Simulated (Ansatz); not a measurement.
**What pressure −2 GPa does to CdS**

Consider CdS in the wurtzite structure (space group P6_3mc, No. 186; a = 4.164 Å, c = 6.769 Å).

One thing is altered: a negative pressure, −2 GPa.

Calculations: r2SCAN/PAW in Ansatz (an electronic-structure program), spin-orbit coupling left out, earlier PAW set. Γ-centred 9×9×5 mesh, Fermi–Dirac width 0.05 eV.

The volume per atom increases by 0.93 Å³, from 25.41 Å³ to 26.34 Å³ and the density drops by 0.17 g/cm³ to 4.55 g/cm³. The lattice parameter a rises by 5.1 pm, from 416.4 pm to 421.5 pm and the c/a ratio stays 1.625. The shortest interatomic distance goes up by 3.0 pm to 257.5 pm and the band gap shrinks by 0.09 eV (1.63 eV → 1.54 eV). The gap character stays direct at Γ and the mean gap deformation potential ΔEg/Δln V amounts to -2.5 eV. The width of the top valence band decreases by 0.10 eV, from 1.66 eV to 1.56 eV and the electron mass goes from 0.15 mₑ along c, 0.16 mₑ across (at Γ) to 0.14 mₑ along c, 0.16 mₑ across (at Γ). The valence-band top at Γ (three highest levels, from the VBM) goes from 0.00, 0.00, -0.04 eV to 0.00, 0.00, -0.03 eV.

Final structure:

```yaml
crystal:
  lattice:
    - [4.21509, 0.00000, 0.00000]
    - [-2.10754, 3.65037, 0.00000]
    - [0.00000, 0.00000, 6.84858]
  atoms:
    - { symbol: Cd, position: [0.66667, 0.33333, 0.00110] }
    - { symbol: Cd, position: [0.33333, 0.66667, 0.50110] }
    - { symbol: S, position: [0.66667, 0.33333, 0.62410] }
    - { symbol: S, position: [0.33333, 0.66667, 0.12410] }
```

Load acts through the strain it causes; cell and atoms are relaxed under it. Masses are band curvatures over ±0.01 Å⁻¹ around the edge. Whether these cells are dynamically stable was not tested.
